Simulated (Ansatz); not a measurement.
Base system: CsPbCl$_{3}$ in the cubic perovskite structure (space group Pm-3m, No. 221).

```xyz
5
Lattice="5.5209 0.0000 0.0000 0.0000 5.5209 0.0000 0.0000 0.0000 5.5209" Properties=species:S:1:pos:R:3 pbc="T T T"
Cs     0.0000     0.0000     0.0000
Pb     2.7604     2.7604     2.7604
Cl     2.7604     0.0000     2.7604
Cl     0.0000     2.7604     2.7604
Cl     2.7604     2.7604     0.0000
```

Cartesian axes are those of the cell as printed.

The values are results of LDA/PAW in Ansatz (a first-principles code), without spin-orbit coupling, not measurements.

Before the change:

| Property | Value |
|---|---|
| Pressure | 0.00 GPa |

It is then changed as follows: biaxial strain −1.20 %, plane normal [001], relaxed out of plane (Cartesian); in-plane vectors clamped, the third vector and the atoms free.

**Question.** Estimate the effect on the ratio −ε⊥/ε∥.

**Answer.** The ratio −ε⊥/ε∥ amounts to 0.26.

**Question.** What does the calculation give for the energy relative to the base after the change?

**Answer.** The energy grows by 2.5 meV/atom.

**Question.** What happens to the pressure?

**Answer.** The pressure (mean of the normal stresses, compression positive) goes from zero to 0.67 GPa.

**Question.** How does this affect the electron mass?

**Answer.** The electron mass comes out as 0.089 mₑ out of plane, 0.72 mₑ in plane (at R).

Spin-orbit coupling, missing from the scalar runs, can matter with Pb. The levels and masses belong to the bands next to the band gap. Masses are band curvatures over ±0.01 Å⁻¹ around the edge. Stability against distortions was not tested. Many cubic perovskites are stable only at high temperature; tilts and polar distortions were not tested. This is not the structure that CsPbCl3 has at room temperature and ambient pressure.
